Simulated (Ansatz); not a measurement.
Worked example: self-consistent single point of NiSi2 (Fm-3m, 3 atoms in the cell) in Ansatz (a quantum-chemistry and plane-wave program).

Computed with PBE (plane waves, PAW; Ansatz).

The change in words: lattice scaled by 0.98. Reference geometry:
```yaml
crystal:
  lattice:
    - [0.00000, 2.66902, 2.66902]
    - [2.66902, 0.00000, 2.66902]
    - [2.66902, 2.66902, 0.00000]
  atoms:
    - { symbol: Si, position: [0.25000, 0.25000, 0.25000] }
    - { symbol: Si, position: [0.75000, 0.75000, 0.75000] }
    - { symbol: Ni, position: [0.00000, 0.00000, 0.00000] }
```

Reference input (self-consistent single point, DFT, PBE, plane waves, default PAW files): basis.ecutwfc = 420 eV; kpoints.mp_grid.grid = 9 9 9; hamiltonian.xc = pbe; hamiltonian.pseudopotentials = {kind: paw} (the program's default PAW files); scf.occupations.method = gaussian; scf.occupations.width = 0.136 eV. This run's input differs from it in these lines:

```diff
@@ -2,5 +2,5 @@
   lattice:
-    - [0.00000000, 2.66902400, 2.66902400]
-    - [2.66902400, 0.00000000, 2.66902400]
-    - [2.66902400, 2.66902400, 0.00000000]
+    - [0.00000000, 2.61564400, 2.61564400]
+    - [2.61564400, 0.00000000, 2.61564400]
+    - [2.61564400, 2.61564400, 0.00000000]
   atoms:
```

Log, with long lists cut:

```
SCF iter   1: F=—  HF=-7112.112544 eV  |F-HF|=—  |Δ(HF+E_count)|=         —  Δρ=1.30e-2  dr2=4.08e-2  ethr=1.77e-3  ⟨swp⟩=5.0  Hψ=2986  notcnv=0
all-band conjugate gradients solve this SCF's bands
preconditioner: auto → Kerker (q_TF=auto, 2.587 Å⁻¹)
SCF iter   2: F=—  HF=-7112.108976 eV  |F-HF|=—  |Δ(HF+E_count)|=   3.57e-3  Δρ=3.73e-3  dr2=4.51e-3  ethr=1.57e-4  ⟨swp⟩=1.7  Hψ=901  notcnv=0
SCF iter   3: F=—  HF=-7112.108527 eV  |F-HF|=—  |Δ(HF+E_count)|=   4.49e-4  Δρ=1.23e-3  dr2=6.15e-4  ethr=1.73e-5  ⟨swp⟩=1.0  Hψ=593  notcnv=0
SCF iter   4: F=—  HF=-7112.108549 eV  |F-HF|=—  |Δ(HF+E_count)|=   2.27e-5  Δρ=4.33e-4  dr2=6.66e-5  ethr=2.36e-6  ⟨swp⟩=2.5  Hψ=890  notcnv=0
SCF iter   5: F=—  HF=-7112.108534 eV  |F-HF|=—  |Δ(HF+E_count)|=   1.58e-5  Δρ=1.23e-4  dr2=7.28e-6  ethr=2.56e-7  ⟨swp⟩=2.2  Hψ=745  notcnv=0
SCF iter   6: F=—  HF=-7112.108537 eV  |F-HF|=—  |Δ(HF+E_count)|=   3.72e-6  Δρ=3.08e-5  dr2=5.15e-7  ethr=2.80e-8  ⟨swp⟩=2.1  Hψ=773  notcnv=0
SCF iter   7: F=-7112.108537 eV  HF=-7112.108537 eV  |F-HF|=3.68e-8  |Δ(HF+E_count)|=   7.89e-8  Δρ=1.23e-5  dr2=4.89e-8  ethr=3.85e-10  ⟨swp⟩=5.5  Hψ=2706  notcnv=0
SCF 1 converged in 7 iterations: F = -7112.108537 eV  dr2 = 4.89e-8
Free energy (F): -7112.108537 eV
Internal energy: -7112.098739 eV  (E = F + TS)
E sigma→0 (E₀):  -7112.103638 eV
Entropy (-TS):   -0.009798 eV (-3.266 meV/atom)
Fermi energy:    15.175971 eV
--- Forces (eV/Å), atoms counted from 1 ---
  atom   1  Si     0.00000000    -0.00000000     0.00000000
   [... zero for the other atoms too ...]
--- Stress (GPa, compression-positive) ---
       22.833364       0.000000      -0.000000
       -0.000000      22.833364       0.000000
       -0.000000      -0.000000      22.833364
  P = ⅓ Tr σ = 22.8334 GPa (228.334 kbar)
  The stress holds the Pulay correction. Without it, at fixed plane waves, as pw.x and ABINIT print it: P = 22.7685 GPa
```

The run converged in 7 iterations. Against the reference run the free energy rises by 75.4 meV/atom and the pressure goes from 10.27 to 22.83 GPa.

The starting cell has typed, rounded lattice constants, without a prior relaxation at this level. Its lattice was rescaled by a random factor within 2.5 % of one. For this run, on top of that: lattice scaled by 0.98. Spin polarisation is off. With a pressure of about 23 GPa the cell is away from its equilibrium volume at this level. Ansatz's pressure includes its estimate of the finite-basis (Pulay) stress.

Keys are those of Ansatz 0.2.
